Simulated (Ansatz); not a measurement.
Input:

Host crystal: 3C silicon carbide, with a band gap (PBE, scalar-relativistic without spin-orbit coupling).

End structure of CO on the 1x1 (110) surface of 3C silicon carbide (cut with top plane C + Si), one in a 2x2 cell, started at the site 'bridge C-Si (span 3.9 Å)':

```
CELL_PARAMETERS angstrom
      6.19426     0.00000     0.00000
      0.00000     8.76000     0.00000
      0.00000     0.00000    27.00000
ATOMIC_POSITIONS crystal
  C  0.00000 0.36841 0.35704
  C  0.00000 0.86841 0.35704
  C  0.50000 0.36841 0.35704
  C  0.50000 0.86841 0.35704
  Si 0.25000 0.27125 0.36602
  Si 0.25000 0.77125 0.36602
  Si 0.75000 0.27125 0.36602
  Si 0.75000 0.77125 0.36602
  C  0.25000 0.11854 0.41341
  C  0.25000 0.61854 0.41341
  C  0.75000 0.11854 0.41341
  C  0.75000 0.61854 0.41341
  Si 0.00000 0.99658 0.41191
  Si 0.00000 0.49658 0.41191
  Si 0.50000 0.99658 0.41191
  Si 0.50000 0.49658 0.41191
  C  0.00000 0.37268 0.47117
  C  0.00000 0.87268 0.47117
  C  0.50000 0.37268 0.47117
  C  0.50000 0.87268 0.47117
  Si 0.25000 0.24764 0.47189
  Si 0.25000 0.74764 0.47189
  Si 0.75000 0.24764 0.47189
  Si 0.75000 0.74764 0.47189
  C  0.25030 0.12147 0.52870
  C  0.25001 0.62345 0.52899
  C  0.74972 0.12147 0.52870
  C  0.75002 0.62345 0.52899
  Si 0.00001 0.99686 0.52803
  Si 0.00001 0.49755 0.52823
  Si 0.50001 0.99654 0.52827
  Si 0.50002 0.49841 0.52811
  C  0.00003 0.36940 0.58523
  C  0.00003 0.86882 0.58692
  C  0.50004 0.36863 0.58636
  C  0.50003 0.86967 0.58770
  Si 0.24899 0.24815 0.58680
  Si 0.24953 0.74493 0.58897
  Si 0.75107 0.24814 0.58680
  Si 0.75052 0.74493 0.58897
  C  0.24797 0.12285 0.64348
  C  0.24828 0.61546 0.64316
  C  0.75212 0.12283 0.64348
  C  0.75186 0.61545 0.64316
  Si 0.00004 0.02185 0.63372
  Si 0.00008 0.50694 0.63818
  Si 0.50004 0.02500 0.63453
  Si 0.50007 0.52141 0.63443
  C  0.00035 0.36510 0.69731
  O  0.00042 0.33370 0.73833
```

Set-up: 50 atoms, 7.7 Å thick at the start under the adsorbate (thin: gaps and levels are the slab's own); mesh 3x3x1; 0.01 eV smearing; dipole correction on; single point; no symmetry held, on the structure that PBE left; no spin, no spin-orbit, no U, no dispersion correction. At the end it is bonded to Si. In PBE it is, or lies within 0.03 eV of, the lowest of the starts that converged; the order may differ at this level.

A negative adsorption energy means that the adsorbate is more stable on the surface than in its reference.

Question: What is the computed change of the step from the bottom to the top vacuum level, against the clean slab (r2SCAN, at the PBE geometry in Ansatz, a quantum-chemistry and plane-wave program)?

Answer: -0.43 eV

Question: Predict the adsorption energy against CO(g) at the same level from r2SCAN, at the PBE geometry.

Answer: -0.86 eV
